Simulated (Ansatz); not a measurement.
Ansatz (a first-principles code), DFT, LDA, plane waves, its default PAW files: Fe2Ge (from the phase in space group 194, mp-20432) (Fe4Ge2), 6 atoms, spin-polarised from a ferromagnetic start (4 μB on Fe). Basis and mesh were picked for this test and aren't claimed converged.

* **cell**: 4.13, 4.13, 5.01 Å; 90, 90, 120°
* **task**: single point
* **k mesh**: 6×6×6
* **hamiltonian.xc**: lda
* **kind of files**: paw
* **scf.occupations.method**: fermi_dirac
* **scf.occupations.width**: 0.05 eV
* **output.forces**: true
* **magnetization.spin_polarized**: true
* **binding of workers (--pin)**: off
* **k-point pools (--kpoint-pools)**: 1
* **memory maximum (--max-ram)**: 8GiB
* **accuracy**: medium (default)
* **basis.precision**: auto (default)
* **basis.xc_grid**: 1 (default)
* **scf.mixing.algorithm**: auto (default)
* **scf.mixing.preconditioner**: auto (default)
* **scf.convergence.dr2_threshold**: 1e-07 (default)
* **scf.lower_state_search**: light (default)
* **k-points after symmetry (for each spin)**: 28
* **bands at the start**: 65
* **electrons**: 92
* **plane waves at Γ**: 1433
* **cutoff (eV)**: 420
* **FFT grid**: 30×30×36
* **symmetry operations**: 24

One run each.

All on 4 threads. Base settings, kept where nothing else is said: scf.eigensolver.kind = auto (default), scf.eigensolver.mixed_precision = false (default), scf.eigensolver.cushion = auto (default), scf.eigensolver.full_accuracy = false (default), scf.algorithm = auto (default) (scf.eigensolver.max_subspace_factor, scf.eigensolver.real_solve not set). The settings tried:
- scf.eigensolver.kind = davidson
- scf.eigensolver.full_accuracy = true
- scf.algorithm = density_mixing
- scf.eigensolver.real_solve = false
- scf.eigensolver.kind = davidson, scf.eigensolver.max_subspace_factor = 2
- the base settings
- scf.eigensolver.kind = davidson, scf.eigensolver.cushion = true
- scf.eigensolver.kind = davidson, scf.eigensolver.mixed_precision = true
- scf.eigensolver.kind = davidson, scf.eigensolver.max_subspace_factor = 6
- scf.eigensolver.mixed_precision = true
- scf.algorithm = direct_min

Task: Name the extremes by applications of H to a band: fewest, most, and any that don't converge.

Result: Fewest applications of H to a band, with those close behind: scf.eigensolver.real_solve = false (93223); the base settings (93488); scf.algorithm = density_mixing (93488). Most among those that reach the base run's result: scf.algorithm = direct_min (321859). All converged.

```
setting                                                                   applications of H to a band  SCF iterations (all cycles of the run, searches included)        end
------------------------------------------------------------------------  ---------------------------  ---------------------------------------------------------  ---------
scf.eigensolver.real_solve = false                                                              93223                                                         15  converged
the base settings                                                                               93488                                                         15  converged
scf.algorithm = density_mixing                                                                  93488                                                         15  converged
scf.eigensolver.kind = davidson                                                                152413                                                         16  converged
scf.eigensolver.kind = davidson, scf.eigensolver.max_subspace_factor = 6                       152413                                                         16  converged
scf.eigensolver.kind = davidson, scf.eigensolver.max_subspace_factor = 2                       155951                                                         16  converged
scf.eigensolver.kind = davidson, scf.eigensolver.cushion = true                                159204                                                         16  converged
scf.eigensolver.kind = davidson, scf.eigensolver.mixed_precision = true                        167090                                                         15  converged
scf.eigensolver.mixed_precision = true                                                         167090                                                         15  converged
scf.eigensolver.full_accuracy = true                                                           244888                                                         15  converged
scf.algorithm = direct_min                                                                     321859                                                         11  converged
```

An iteration's cost differs between solvers, so these counts don't give the time.

Keys are those of Ansatz 0.2.
